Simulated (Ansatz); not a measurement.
# Defect calculation: Ge vacancy + P on the Ge site + P on the Ge site in germanium

The numbers are results of PBE, PAW (plane waves to 420 eV; Ansatz, a quantum-chemistry and plane-wave program), not measurements. A 2×2×2 supercell of 64 sites was used; the energies come from a 2×2×2 shifted sampling of its zone. Sites at the start: the Ge site; Ge 2.49 Å away; Ge 2.49 Å away. A cell of this size leaves errors of a few tenths of an eV. PBE closes or nearly closes this host's gap, so even the neutral cell can hold carriers in host bands. Spin–orbit coupling is left out. Each state is the lowest found from its start.

Formation energies E_f are those of the neutral cell. Chemical conditions: host crystal and elements as references (Δμ(Ge) = 0.00 eV, Δμ(P) = 0.00 eV; P taken from its element, since no compound that bounds it was computed at this level; only phases computed here count, gases as isolated molecules at 0 K). Reference phases: Ge: germanium, P: black phosphorus.

| charge | moment (μB) | point group | largest move off a lattice site (Å) | E_f, host crystal and elements as references (eV) | above the lowest spin state (eV) |
|---|---|---|---|---|---|
| 0 | not spin-polarised | C2v | 0.42 | 1.56 | 0.00 |
| 0 | 0.0 | C2v | 0.42 | 1.56 | 0.00 |

Point groups are those of the whole cell at tolerances of 0.03 and 0.1 Å ("near" where only the looser one holds); none is given for unsettled states.

Starting moments that weren't kept: charge 0 began with 2 μB and ended with 0.0.

All states together cost very roughly 2.1 core-hours.
